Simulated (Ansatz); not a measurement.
Start from ZnGeP$_{2}$ in the chalcopyrite structure (space group I-42d, No. 122).

```yaml
crystal:
  lattice:
    - [-2.68698, 2.68698, 5.31275]
    - [2.68698, -2.68698, 5.31275]
    - [2.68698, 2.68698, -5.31275]
  atoms:
    - { symbol: Zn, position: [0.00000, 0.00000, 0.00000] }
    - { symbol: Zn, position: [0.75000, 0.25000, 0.50000] }
    - { symbol: Ge, position: [0.50000, 0.50000, 0.00000] }
    - { symbol: Ge, position: [0.25000, 0.75000, 0.50000] }
    - { symbol: P, position: [0.87500, 0.87461, 0.49961] }
    - { symbol: P, position: [0.12539, 0.62500, 0.00039] }
    - { symbol: P, position: [0.37500, 0.37539, 0.50039] }
    - { symbol: P, position: [0.62461, 0.12500, 0.99961] }
```

Cartesian axes are those of the cell as printed.

Calculations: DFT with LDA, PAW potentials and a 420 eV plane-wave cutoff in Ansatz (a quantum-chemistry and plane-wave program), without spin-orbit coupling.

Strains are applied to the cell and any free atomic positions relax.

One change was made to it. Results:

```csv
quantity,base,after
band gap,1.00 eV,1.04 eV
"pressure (mean of the normal stresses, compression positive)",-0.01 GPa,-1.29 GPa
```

Which change produced these results?
(A) uniaxial strain ε_zz = +0.75 %
(B) uniaxial strain ε_zz = +1.50 %
(C) uniaxial strain ε_zz = +2.25 %

B, uniaxial strain ε_zz = +1.50 %. For comparison, the pressure in the other runs: uniaxial strain ε_zz = +2.25 % gives -1.89 GPa; uniaxial strain ε_zz = +0.75 % gives -0.66 GPa.

No phonon test of stability was made.
